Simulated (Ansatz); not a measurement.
Results of HSE06 (plane waves, PAW; Ansatz, a first-principles code) for CsCaH3 (Pm-3m, No. 221, 5 atoms in the cell; start mp-644203).

Numerical settings: plane-wave cutoff 520 eV, 6×6×6 k mesh, scalar-relativistic PAW data made under PBE.

Cell (relaxed at this level):

```cif
data_H3CaCs
_chemical_formula_sum 'Cs1 Ca1 H3'
_space_group_name_H-M_alt 'Pm-3m'
_space_group_IT_number 221
_space_group_name_Hall '-P 4 2 3'
_cell_length_a 4.61186
_cell_length_b 4.61186
_cell_length_c 4.61186
_cell_angle_alpha 90.000
_cell_angle_beta 90.000
_cell_angle_gamma 90.000
loop_
_atom_site_label
_atom_site_type_symbol
_atom_site_symmetry_multiplicity
_atom_site_Wyckoff_symbol
_atom_site_fract_x
_atom_site_fract_y
_atom_site_fract_z
_atom_site_occupancy
Cs1 Cs 1 a 0.00000 0.00000 0.00000 1
Ca1 Ca 1 b 0.50000 0.50000 0.50000 1
H1 H 3 c 0.00000 0.50000 0.50000 1
```

Q: Estimate the Voigt–Reuss–Hill bulk modulus, Voigt–Reuss–Hill shear modulus (Hill average), Young modulus and Poisson ratio that the calculation returns.

A: 
Voigt–Reuss–Hill bulk modulus: 24.2 GPa
Voigt–Reuss–Hill shear modulus (Hill average): 20.1 GPa
Young modulus: 47.2 GPa
Poisson ratio: 0.175

Note: the relaxation could not lower the start's symmetry, so the cell can be a saddle point above a distorted one.

Elastic constants are with the ions relaxed.

Spin–orbit coupling is not included.

It cost very roughly 80 core-minutes of CPU time.

A start named mp-… is a Materials Project structure, which need not be a measured phase.
